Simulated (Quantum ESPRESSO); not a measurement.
Quantum ESPRESSO run on TaB2Mo (Amm2, 4 atoms in the cell): zone-centre phonon calculation.

Level of theory: LDA (PZ), GBRV 1.5 ultrasoft (LDA) pseudopotentials (plane waves; Quantum ESPRESSO).

```
CELL_PARAMETERS angstrom
      3.05274     0.00000     0.00000
      0.00000     1.57583     4.18934
      0.00000    -1.57583     4.18934
ATOMIC_POSITIONS crystal
  Ta 0.00000 0.14600 0.14600
  B  0.50000 0.55863 0.55863
  B  0.00000 0.43972 0.43972
  Mo 0.50000 0.85565 0.85565
```

Reference input (self-consistent single point, DFT, LDA (PZ), plane waves, GBRV 1.5 ultrasoft (LDA) pseudopotentials): ecutwfc = 40 Ry; ecutrho = 320 Ry; occupations = smearing; smearing = gauss; degauss = 0.019992 Ry; potentials = {Ta: ta_lda_v1.uspp.F.UPF, B: b_lda_v1.4.uspp.F.UPF, Mo: mo_lda_v1.uspp.F.UPF}; K_POINTS = automatic 7 8 8 0 0 0; conv_thr = 1e-11 Ry. This run's input differs from it in these lines:

```diff
@@ -13,4 +13,4 @@
    ntyp = 3
-   ecutwfc = 40
-   ecutrho = 320
+   ecutwfc = 28
+   ecutrho = 224
    occupations = 'smearing'
```

Step 2 (ph.x):

```fortran
phonons at the zone centre
&INPUTPH
   prefix = 'scf'
   outdir = './tmp/'
   tr2_ph = 1.0d-14
   fildyn = 'dyn.G'
/
0.0 0.0 0.0
```

Step 3 (dynmat.x):

```fortran
&INPUT
   fildyn = 'dyn.G'
   asr = 'crystal'
/
```

Output (repeated stretches shortened):

Output of step 1:

```
     Self-consistent Calculation

     iteration #  1     ecut=    28.00 Ry     beta= 0.70

---- Real-time Memory Report at c_bands before calling an iterative solver
           135 MiB given to the printing process from OS
            44 MiB allocation reported by mallinfo(arena+hblkhd)
------------------

     negative rho (up, down):  9.244E-02 0.000E+00

     total energy              =    -294.16514252 Ry
     estimated scf accuracy    <       0.41357361 Ry

     iteration #  2     ecut=    28.00 Ry     beta= 0.70

---- Real-time Memory Report at c_bands before calling an iterative solver
   [... lines left out ...]
           168 MiB given to the printing process from OS
            61 MiB allocation reported by mallinfo(arena+hblkhd)
------------------

     negative rho (up, down):  9.377E-02 0.000E+00

     total energy              =    -294.37454905 Ry
     estimated scf accuracy    <          1.1E-11 Ry

     iteration # 13     ecut=    28.00 Ry     beta= 0.70

---- Real-time Memory Report at c_bands before calling an iterative solver
           168 MiB given to the printing process from OS
            61 MiB allocation reported by mallinfo(arena+hblkhd)
------------------

     negative rho (up, down):  9.377E-02 0.000E+00
     End of self-consistent calculation

     the Fermi energy is    20.9302 ev

!    total energy              =    -294.37454905 Ry
     estimated scf accuracy    <          1.1E-12 Ry
     smearing contrib. (-TS)   =      -0.00415254 Ry
     internal energy E=F+TS    =    -294.37039651 Ry

     convergence has been achieved in  13 iterations

     negative rho (up, down):  9.377E-02 0.000E+00

     Forces acting on atoms (cartesian axes, Ry/au):

     atom    1 type  1   force =     0.00000000    0.00000000    0.01021362
     atom    2 type  2   force =     0.00000000   -0.00000000    0.00277986
     atom    3 type  2   force =     0.00000000    0.00000000   -0.00392073
     atom    4 type  3   force =     0.00000000   -0.00000000   -0.00907275

     Total force =     0.014482     Total SCF correction =     0.000004

     negative rho (up, down):  9.377E-02 0.000E+00
          total   stress  (Ry/bohr**3)                   (kbar)     P=       96.61
   0.00062006   0.00000000   0.00000000           91.21        0.00        0.00
   0.00000000   0.00068241   0.00000000            0.00      100.39        0.00
   0.00000000  -0.00000000   0.00066786            0.00       -0.00       98.25

   JOB DONE.
```

Output of step 2:

```
     Reading xml data from directory:

     ./tmp/scf.save/

     G-vector sticks info
     --------------------
     sticks:   dense  smooth     PW     G-vecs:    dense   smooth      PW
     Sum         871     435    155                15449     5411    1169

     negative rho (up, down):  9.377E-02 0.000E+00
     Reading collected, re-writing distributed wavefunctions in ./tmp/

     Number and degeneracy of irreps per q-point
       N         xq(1)         xq(2)         xq(3)   N irreps
       1   0.000000000   0.000000000   0.000000000      12
     No degeneracy

     Calculation of q =    0.0000000   0.0000000   0.0000000

     phonons at the zone centre

     bravais-lattice index     =            0
     lattice parameter (alat)  =       5.7688  a.u.
   [... lines left out ...]

     Representation     5      1 modes -  To be done

     Representation     6      1 modes -  To be done

     Representation     7      1 modes -  To be done

     Representation     8      1 modes -  To be done

     Representation     9      1 modes -  To be done

     Representation    10      1 modes -  To be done

     Representation    11      1 modes -  To be done

     Representation    12      1 modes -  To be done

     Alpha used in Ewald sum =   2.1000

     negative rho (up, down):  9.377E-02 0.000E+00
     Representation #   1 mode #   1

     Self-consistent Calculation

      iter #   1   av.it.:   9.1
      thresh= 1.000E-02 alpha_mix =  0.700 |ddv_scf|^2 =  8.793E-05

      iter #   2   av.it.:  14.1
      thresh= 9.377E-04 alpha_mix =  0.700 |ddv_scf|^2 =  1.702E-04

   [... 10 blocks of this kind left out ...]

      iter #  13   av.it.:  13.9
      thresh= 1.824E-08 alpha_mix =  0.700 |ddv_scf|^2 =  3.567E-15
     End of self-consistent calculation

     Convergence has been achieved

     Representation #   2 mode #   2

     Self-consistent Calculation

      iter #   1   av.it.:   6.3
      thresh= 1.000E-02 alpha_mix =  0.700 |ddv_scf|^2 =  5.829E-06

      iter #   2   av.it.:  14.3
      thresh= 2.414E-04 alpha_mix =  0.700 |ddv_scf|^2 =  3.022E-05

   [... 9 blocks of this kind left out ...]

      iter #  12   av.it.:  13.0
      thresh= 3.241E-08 alpha_mix =  0.700 |ddv_scf|^2 =  2.335E-15

     End of self-consistent calculation

     Convergence has been achieved

   [... 9 blocks of this kind left out ...]

     Representation #  12 mode #  12

     Self-consistent Calculation

      iter #   1   av.it.:   8.3
      thresh= 1.000E-02 alpha_mix =  0.700 |ddv_scf|^2 =  1.282E-05

      iter #   2   av.it.:  13.4
   [... lines left out ...]
     freq (   5-   5) =        223.8  [cm-1]   --> B_1  D_3  S_3   I+R
     freq (   6-   6) =        270.6  [cm-1]   --> A_1  D_1  S_1   I+R
     freq (   7-   7) =        508.2  [cm-1]   --> B_2  D_4  S_4   I+R
     freq (   8-   8) =        532.6  [cm-1]   --> A_1  D_1  S_1   I+R
     freq (   9-   9) =        604.9  [cm-1]   --> B_1  D_3  S_3   I+R
     freq (  10-  10) =        632.5  [cm-1]   --> B_1  D_3  S_3   I+R
     freq (  11-  11) =        642.7  [cm-1]   --> A_1  D_1  S_1   I+R
     freq (  12-  12) =        706.8  [cm-1]   --> B_2  D_4  S_4   I+R
   JOB DONE.
```

Output of step 3:

```
     diagonalizing the dynamical matrix ...

 q =      0.00000000     0.00000000     0.00000000
 **************************************************************************
     freq (    1) =      -0.000000 [THz] =      -0.000013 [cm-1]
 ( -0.015014   0.000000    -0.017072   0.000000     0.499483   0.000000   )
 ( -0.015014   0.000000    -0.017072   0.000000     0.499483   0.000000   )
 ( -0.015014   0.000000    -0.017072   0.000000     0.499483   0.000000   )
 ( -0.015014   0.000000    -0.017072   0.000000     0.499483   0.000000   )
     freq (    2) =      -0.000000 [THz] =      -0.000005 [cm-1]
 (  0.478584   0.000000    -0.144458   0.000000     0.009448   0.000000   )
 (  0.478584   0.000000    -0.144458   0.000000     0.009448   0.000000   )
   [... lines left out ...]
 ( -0.000000   0.000000     0.000000   0.000000     0.000646   0.000000   )
     freq (   12) =      21.191118 [THz] =     706.859624 [cm-1]
 (  0.020358   0.000000     0.000000   0.000000     0.000000   0.000000   )
 ( -0.776575   0.000000     0.000000   0.000000    -0.000000   0.000000   )
 (  0.629318   0.000000    -0.000000   0.000000     0.000000   0.000000   )
 ( -0.021802   0.000000     0.000000   0.000000    -0.000000   0.000000   )
 **************************************************************************
```

The run converged in 13 iterations. 

Summary of the result:
* **Free energy E − TS**: -4005.1698 eV
* **Fermi level (on the code's own zero)**: 20.93 eV
* **Pressure**: 9.66 GPa
* **Largest force (vector length)**: 0.263 eV/Å
* **Zone-centre frequencies (cm⁻¹; negative means imaginary)**: 0, 0, 0, 201, 224, 271, 508, 533, 605, 632, 643, 707

The starting cell comes from a database of computed structures (which also holds hypothetical and non-ambient phases and stackings), without a prior relaxation at this level. Its lattice was rescaled by a random factor within 2.5 % of one. Spin polarisation is off. With a pressure of about 10 GPa the cell is away from its equilibrium volume at this level.
